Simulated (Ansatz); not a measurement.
# Pressure series in MgS

The parent structure is MgS in the rock salt structure (space group Fm-3m, No. 225; a = 5.203 Å).

Cell and atoms are relaxed at each pressure.

Computed with DFT with r2SCAN, PAW potentials and a 500 eV plane-wave cutoff in Ansatz (a quantum-chemistry and plane-wave program), no spin-orbit coupling.

```tsv
P (GPa)	V (Å³/atom)
-2.00	18.078
-1.00	17.835
0.90	17.414
2.10	17.171
4.51	16.732
9.01	16.035
15.01	15.284
22.51	14.533
30.00	13.925
```

A third-order Birch–Murnaghan fit to these points gives V₀ = 17.61 Å³/atom, B₀ = 80 GPa and B₀′ = 4.0. At pressure 30 GPa the volume is 79.1 % of V₀.

Measured bulk modulus of MgS: 81 GPa (static lattice; corrected from measurement; as listed in Tamar Goldzak et al., The Journal of Chemical Physics (2022)); the computed value is 1 % below it.

Between the base and pressure 9 GPa the gap moves from 3.46 eV to 3.65 eV, a mean slope of 21 meV/GPa.

Load acts through the strain it causes; cell and atoms are relaxed under it. Stability against distortions was not tested. Competing high-pressure phases were not computed.
